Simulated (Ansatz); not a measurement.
## Sensitivity of a calculation on KMgF3 (P1, 5 atoms in the cell) to its settings

```
CELL_PARAMETERS angstrom
      3.97847     0.00000     0.00000
      0.00000     3.97847     0.00000
      0.00000     0.00000     3.97847
ATOMIC_POSITIONS crystal
  K  0.49772 0.50244 0.49462
  Mg 0.00340 0.00330 0.00590
  F  0.99275 0.51878 0.00693
  F  0.49510 0.99669 0.99039
  F  0.01104 0.97878 0.50215
```

Base run A: Ansatz (a quantum-chemistry and plane-wave program) with HSE06, PAW files made with PBE, self-consistent single point.

Its settings: basis.ecutwfc = 420 eV; kpoints.mp_grid.grid = 4 4 4; hamiltonian.xc = hse06; hamiltonian.pseudopotentials = {kind: paw} (the program's default PAW files); scf.occupations.method = fixed.

The starting cell comes from a database of computed structures (which also holds hypothetical and non-ambient phases and stackings), without a prior relaxation at this level. Its atoms were displaced at random from the sites of space group no. 221. Ansatz's pressure includes its estimate of the finite-basis (Pulay) stress.

ΔF is the free energy per atom less that of run A. A dash stands where there is no value to compare (another energy zero or no entropy term, no result, no spin, no clean gap, or a mesh too coarse for one). Absolute energies have different zeros for different potentials, functionals, Hubbard and dispersion terms and are not compared across them.

Run A gave: pressure (GPa) 1.97; largest force (eV/Å) 0.972; gap on the mesh (eV) 9.560; k-points 36.

Runs:
- B: hamiltonian.xc: hse06 → pbe0 [PBE0]
- C: kpoints.mp_grid.shift: default → 0.5 0.5 0.5
- D: scf.convergence.dr2_threshold: default (1e-07 eV) → 0.0001 eV
- E: scf.mixing.algorithm: default (the program chose MSR1) → broyden; scf.mixing.beta: default → 0.5

### Question
What does run B change against A?

### Answer
The pressure hardly changes (1.97 to 1.87 GPa), the largest force stays at 0.972 eV/Å and the gap on the mesh goes from 9.560 to 10.32 eV.

### Question
What does run C change against A?

### Answer
The free energy stays essentially unchanged (within 1 meV/atom), the pressure stays at 1.97 GPa, the largest force stays at 0.972 eV/Å and the gap on the mesh goes from 9.560 to 10.45 eV.

| run | ΔF (meV/atom) | pressure (GPa) | largest force (eV/Å) | gap on the mesh (eV) | k-points |
|---|---|---|---|---|---|
| A | 0.00 | 1.97 | 0.972 | 9.560 | 36 |
| B | – | 1.87 | 0.972 | 10.324 | 36 |
| C | 0.02 | 1.97 | 0.972 | 10.452 | 32 |
| D | 0.00 | 1.97 | 0.972 | 9.560 | 36 |
| E | 0.00 | 1.96 | 0.972 | 9.560 | 36 |

Left out of this page: 1 run of the series held back from this collection.

Keys are those of Ansatz 0.2.
